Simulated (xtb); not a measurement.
xtb 6.7.1, GFN2-xTB: [OH][Al]([OH])[CH2][CH2][GeH3], 15 atoms. The geometry is a generated start, not checked to be a minimum at this level.

```
Property                                                                                                        Value
------------------------  -------------------------------------------------------------------------------------------
method                                                                                                       GFN2-xTB
--acc                                                                                                     1 (default)
--etemp (K)                                                                                             300 (default)
detailed input (--input)  none: ANC optimiser, Lindh (1995) Hessian, microcycle=20, maxdispl=1.0, hlow=0.01 (default)
basis functions                                                                                                    45
valence electrons                                                                                                  36
```

```xyz
15

Ge     2.6612     0.2691     0.1971
C      0.7616     0.4966    -0.3304
C     -0.1377    -0.5696     0.2950
Al    -2.0865    -0.2429    -0.0792
O     -2.5308     1.3398    -0.1704
O     -3.0709    -1.5501    -0.2531
H      3.1155     1.2716     1.2135
H      2.8867    -1.0796     0.8082
H      3.6179     0.3830    -0.9517
H      0.4260     1.4900    -0.0301
H      0.6824     0.4587    -1.4180
H      0.0269    -0.5902     1.3767
H      0.1422    -1.5622    -0.0677
H     -2.8963     2.2097    -0.2121
H     -3.5980    -2.3239    -0.3777
```

The structure is relaxed from this start with --opt LEVEL for the levels crude, sloppy, loose, lax, normal, tight, vtight, extreme, once each. Up to the end of the extreme run atoms move by at most 2.0 Å along an axis.

**Question.** What is the loosest level that ends within 5 meV of the extreme run, and how many cycles does it take?

**Answer.** normal: 42 cycles against 68, ending 0.88 meV above.

| level | cycles | energy above the extreme run (meV) | gradient norm (eV/Å) |
|---|---|---|---|
| crude | 1 | 65 | 0.096 |
| sloppy | 1 | 65 | 0.096 |
| loose | 1 | 65 | 0.096 |
| lax | 1 | 65 | 0.096 |
| normal | 42 | 0.88 | 0.043 |
| tight | 56 | 0.13 | 0.0092 |
| vtight | 66 | under 0.01 | 0.0042 |
| extreme | 68 | — | 0.0024 |
